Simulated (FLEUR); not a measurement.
## Equation of state of zinc-blende AlN (space group 216): energy against volume (FLEUR, PBE)

```xyz
2
Lattice="0.0000 2.1511 2.1511 2.1511 0.0000 2.1511 2.1511 2.1511 0.0000" Properties=species:S:1:pos:R:3 pbc="T T T"
Al     0.0000     0.0000     0.0000
N      3.2266     3.2266     3.2266
```

Level of theory: PBE, all-electron FLAPW (FLEUR), scalar-relativistic valence (FLEUR). Settings: Kmax = 5.13 1/bohr; GmaxXC = 15.4 1/bohr; xcFunctional = pbe; jspins = 1; l_soc = F; mode = hist; fermiSmearingEnergy = 0.00036749 Htr; mesh (inpgen div1-3) = 13 13 13; inpgen gamma flag = false; Gmax = 15.4 1/bohr; numbands = 0; maxIterBroyd = 40; imix = Anderson; alpha = 0.05; precondParam = 0; minDistance = 1e-05 me/bohr^3. The cell above is the first row's. The rows scale it uniformly. In all rows fractional positions and the k mesh are held. E is the free energy at the stated smearing, counted from the lowest row.

| V (Å^3/atom) | E (meV/atom) |
|---|---|
| 9.953 | 35.18 |
| 10.169 | 16.93 |
| 10.386 | 5.40 |
| 10.602 | 0.00 |
| 10.819 | 0.10 |
| 11.035 | 5.18 |
| 11.251 | 14.80 |
| 11.468 | 28.46 |
| 11.684 | ? |

Using the third-order Birch-Murnaghan form, a cubic in V^(-2/3), estimate the missing E at V = 11.684 from the other rows, showing the fit.

With u = V^(-2/3) - 0.206, the rows have u = 0.010121, 0.007050, 0.004072, 0.001209, -0.001571, -0.004248, -0.006838, -0.009359. Least squares gives E = -0.601 + 82.74·u + 340944·u² + 19290·u³. Residuals (row less fit): -0.001, -0.005, 0.010, 0.003, -0.010, -0.019, 0.031, -0.012; standard error 0.021 (degrees of freedom: 4). Its minimum lies at u = -0.000121, so V0 = (0.205879)^(-3/2) = 10.70. There d²E/du² = 681900 and d³E/du³ = 115700, so B0 = (4/9) × 10.70^(-7/3) × 681900 × 0.160218 = 192 GPa (the last factor turns the table's units into GPa), and B0' = 4 + (2/3) × 0.205879 × (115700)/681900 = 4.0. At the withheld row, u = -0.011790, so E = -0.601 + 82.74 × (-0.011790) + 340944 × (-0.011790)² + 19290 × (-0.011790)³ = 45.784 meV/atom. The calculation gives 45.81 meV/atom, 0.026 meV/atom above the prediction (0.1 % of the range of E in the table). The row lies outside the fitted rows, so this is an extrapolation. From the scatter of the fitted rows alone, a prediction at this place has a standard error of 0.050 meV/atom, so the miss is 0.5 times that.

Carrying the step between the two nearest rows on in a straight line would have given 42.06, off by 3.75; series whose last step already gives the withheld value aren't shown. The scan was laid around a cell of about the measured size, scaled by a guess for this functional. This is a metastable polymorph. The runs keep the symmetry of the cell, so they don't test it for distortions. Values depend on the basis (sphere radii, cutoffs, local orbitals), which need not be converged. Cutoffs and mesh are single choices, not tested for convergence of this quantity. Series with a scatter that would blur these digits, or in which a gap closes, are not shown. Nor are scans whose minimum lies at an end fitted in this form.
